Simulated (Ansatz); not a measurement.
Li2S under a change: pressure 3 GPa

Consider Li₂S in the anti-fluorite structure (space group Fm-3m, No. 225; a = 5.655 Å).

One thing is altered: a hydrostatic pressure of 3 GPa.

Computed with PBEsol in Ansatz (plane waves to 420 eV, PAW, no spin-orbit coupling). Settings: 10×10×10 k-points, 0.05 eV Fermi–Dirac smearing.

| quantity | base | changed | shift |
|---|---|---|---|
| density | 1.69 g/cm³ | 1.80 g/cm³ | +0.11 g/cm³ |
| lattice parameter a | 5.655 Å | 5.537 Å | -0.118 Å |
| shortest interatomic distance | 2.449 Å | 2.398 Å | -0.051 Å |
| enthalpy H = E + PV relative to the base's energy | – | +0.27 eV/atom | – |
| band gap | 3.20 eV | 3.15 eV | -0.055 eV |
| gap character | indirect, Γ → X | indirect, Γ → X | – |
| mean gap deformation potential ΔEg/Δln V | – | +0.9 eV | – |
| electron mass | 0.62 mₑ along k, 0.33 mₑ across (at X) | 0.61 mₑ along k, 0.32 mₑ across (at X) | – |
| hole mass (degenerate bands, along [100]) | 0.47, 0.91, 0.91 mₑ (at Γ) | 0.47, 0.85, 0.85 mₑ (at Γ) | – |
| valley order (the lowest conduction-band minima on the path, energy above the VBM, named in the base's zone) | X along ⟨100⟩ 3.20 eV; Γ 4.21 eV | X along ⟨100⟩ 3.15 eV; Γ 4.55 eV | – |

Load acts through the strain it causes; cell and atoms are relaxed under it. Effective masses come from finite differences of ±0.01 Å⁻¹. Along k means along the line from Γ to the band edge. Whether these cells are dynamically stable was not tested.

Ansatz is a first-principles code.
